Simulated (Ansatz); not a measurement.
Partial pair distribution functions of a relaxed model of amorphous In$_{16}$Zn$_{8}$O$_{32}$, broadened by 0.06 Å; density 6.04 g/cm³. Computed with PBE, scalar-relativistic without spin-orbit coupling (plane waves to 420 eV, PAW; Ansatz, a first-principles code).

Preparation: random packing, a CHGNet melt and quench, and a DFT relaxation. O atoms were pushed apart under 1.9 Å during the dynamics, to hinder bonds among them. It is the lowest in DFT energy of 2 quenches. It is a model cell: composition and starting density were chosen by hand, and all elements were melted together. No dispersion term was used. Its density started from a set value of 5.82 and ended at 6.04 g/cm³. The simulated quench (nominally 170 K/ps over its main leg) is rapid and tends to freeze in more defects than a deposited or slowly cooled glass has. One small periodic cell is one sample of the glass; other quenches scatter about these values. The volume was free in the relaxation, at fixed shape. Stress components on the final sampling reach 1.0 GPa.

```json
[
 {"r (Å)": "1.70", "g In-O": "0.00", "g Zn-O": "0.00", "g In-In": "0.00", "g Zn-Zn": "0.00"},
 {"r (Å)": "1.80", "g In-O": "0.00", "g Zn-O": "0.27", "g In-In": "0.00", "g Zn-Zn": "0.00"},
 {"r (Å)": "1.90", "g In-O": "0.03", "g Zn-O": "4.53", "g In-In": "0.00", "g Zn-Zn": "0.00"},
 {"r (Å)": "2.00", "g In-O": "1.41", "g Zn-O": "8.73", "g In-In": "0.00", "g Zn-Zn": "0.00"},
 {"r (Å)": "2.10", "g In-O": "7.35", "g Zn-O": "4.28", "g In-In": "0.00", "g Zn-Zn": "0.00"},
 {"r (Å)": "2.20", "g In-O": "8.12", "g Zn-O": "1.71", "g In-In": "0.00", "g Zn-Zn": "0.00"},
 {"r (Å)": "2.30", "g In-O": "3.11", "g Zn-O": "0.69", "g In-In": "0.00", "g Zn-Zn": "0.00"},
 {"r (Å)": "2.40", "g In-O": "0.82", "g Zn-O": "0.35", "g In-In": "0.00", "g Zn-Zn": "0.07"},
 {"r (Å)": "2.50", "g In-O": "0.35", "g Zn-O": "0.15", "g In-In": "0.00", "g Zn-Zn": "1.32"},
 {"r (Å)": "2.60", "g In-O": "0.14", "g Zn-O": "0.01", "g In-In": "0.00", "g Zn-Zn": "1.72"},
 {"r (Å)": "2.70", "g In-O": "0.02", "g Zn-O": "0.01", "g In-In": "0.00", "g Zn-Zn": "2.11"},
 {"r (Å)": "2.80", "g In-O": "0.19", "g Zn-O": "0.12", "g In-In": "0.00", "g Zn-Zn": "2.85"},
 {"r (Å)": "2.90", "g In-O": "0.23", "g Zn-O": "0.16", "g In-In": "0.00", "g Zn-Zn": "2.45"},
 {"r (Å)": "3.00", "g In-O": "0.06", "g Zn-O": "0.08", "g In-In": "0.13", "g Zn-Zn": "1.93"},
 {"r (Å)": "3.10", "g In-O": "0.22", "g Zn-O": "0.39", "g In-In": "1.02", "g Zn-Zn": "1.50"},
 {"r (Å)": "3.20", "g In-O": "0.20", "g Zn-O": "0.57", "g In-In": "1.91", "g Zn-Zn": "1.77"},
 {"r (Å)": "3.30", "g In-O": "0.32", "g Zn-O": "0.61", "g In-In": "2.86", "g Zn-Zn": "3.28"},
 {"r (Å)": "3.40", "g In-O": "0.51", "g Zn-O": "0.42", "g In-In": "3.35", "g Zn-Zn": "1.05"},
 {"r (Å)": "3.50", "g In-O": "0.37", "g Zn-O": "0.75", "g In-In": "2.20", "g Zn-Zn": "0.07"},
 {"r (Å)": "3.60", "g In-O": "0.54", "g Zn-O": "0.99", "g In-In": "1.52", "g Zn-Zn": "1.07"},
 {"r (Å)": "3.70", "g In-O": "0.78", "g Zn-O": "0.84", "g In-In": "2.01", "g Zn-Zn": "2.21"},
 {"r (Å)": "3.80", "g In-O": "1.05", "g Zn-O": "1.12", "g In-In": "3.30", "g Zn-Zn": "1.37"},
 {"r (Å)": "3.90", "g In-O": "1.21", "g Zn-O": "1.38", "g In-In": "1.89", "g Zn-Zn": "1.70"},
 {"r (Å)": "4.00", "g In-O": "1.30", "g Zn-O": "0.99", "g In-In": "1.03", "g Zn-Zn": "0.73"},
 {"r (Å)": "4.10", "g In-O": "1.03", "g Zn-O": "1.06", "g In-In": "0.91", "g Zn-Zn": "0.78"},
 {"r (Å)": "4.20", "g In-O": "0.93", "g Zn-O": "1.28", "g In-In": "0.74", "g Zn-Zn": "0.16"},
 {"r (Å)": "4.30", "g In-O": "1.08", "g Zn-O": "1.19", "g In-In": "0.61", "g Zn-Zn": "0.06"},
 {"r (Å)": "4.40", "g In-O": "1.42", "g Zn-O": "1.49", "g In-In": "0.27", "g Zn-Zn": "0.58"},
 {"r (Å)": "4.50", "g In-O": "1.28", "g Zn-O": "1.48", "g In-In": "0.62", "g Zn-Zn": "0.34"},
 {"r (Å)": "4.60", "g In-O": "1.31", "g Zn-O": "1.38", "g In-In": "0.64", "g Zn-Zn": "0.01"}
]
```

Within 2.66 Å each In has 5.19 O neighbours on average.
